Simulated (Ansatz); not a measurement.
Given:

End structure of F on the 1x1 (0001) surface of hcp Ru, one in a 2x2 cell, started at the site 'hollow Ru-Ru-Ru over Ru at depth 2.1 Å':

```yaml
crystal:
  lattice:
    - [5.44280, 0.00000, 0.00000]
    - [-2.72140, 4.71360, 0.00000]
    - [0.00000, 0.00000, 25.50000]
  atoms:
    - { symbol: Ru, position: [0.33333, 0.16667, 0.37633] }
    - { symbol: Ru, position: [0.33333, 0.66667, 0.37633] }
    - { symbol: Ru, position: [0.83333, 0.16667, 0.37633] }
    - { symbol: Ru, position: [0.83333, 0.66667, 0.37633] }
    - { symbol: Ru, position: [0.16667, 0.33333, 0.45766] }
    - { symbol: Ru, position: [0.16667, 0.83333, 0.45766] }
    - { symbol: Ru, position: [0.66667, 0.33333, 0.45766] }
    - { symbol: Ru, position: [0.66667, 0.83333, 0.45766] }
    - { symbol: Ru, position: [0.33333, 0.16667, 0.54125] }
    - { symbol: Ru, position: [0.33086, 0.66543, 0.54308] }
    - { symbol: Ru, position: [0.83457, 0.16914, 0.54308] }
    - { symbol: Ru, position: [0.83457, 0.66543, 0.54308] }
    - { symbol: Ru, position: [0.17063, 0.32937, 0.62366] }
    - { symbol: Ru, position: [0.17063, 0.84126, 0.62366] }
    - { symbol: Ru, position: [0.65874, 0.32937, 0.62366] }
    - { symbol: Ru, position: [0.66667, 0.83333, 0.62250] }
    - { symbol: F, position: [0.33333, 0.16667, 0.68981] }
```

Slab: 17 atoms, 6.3 Å thick at the start under the adsorbate (thin: gaps and levels are the slab's own); k 6x6x1, smearing 0.1 eV, dipole-corrected; single point; on the structure that PBE left under its start's symmetry; no spin, no spin-orbit, no U, no dispersion correction. At the end it is bonded to 3 Ru. In PBE this state lies 0.09 eV over the lowest of the starts that converged ('bridge Ru-Ru (span 2.7 Å)').

A negative adsorption energy means that the adsorbate is more stable on the surface than in its reference.

Problem. Predict the work function of the top face from r2SCAN, at the PBE geometry (Ansatz, a first-principles code).

Solution. 5.62 eV

Problem. What change of the work function does r2SCAN, at the PBE geometry give?

Solution. 0.62 eV

Problem. Give the adsorption energy against ½ F2(g) at the same level at the level r2SCAN, at the PBE geometry.

Solution. -3.15 eV

Problem. Predict the change of the step from the bottom to the top vacuum level, against the clean slab from r2SCAN, at the PBE geometry.

Solution. 0.67 eV
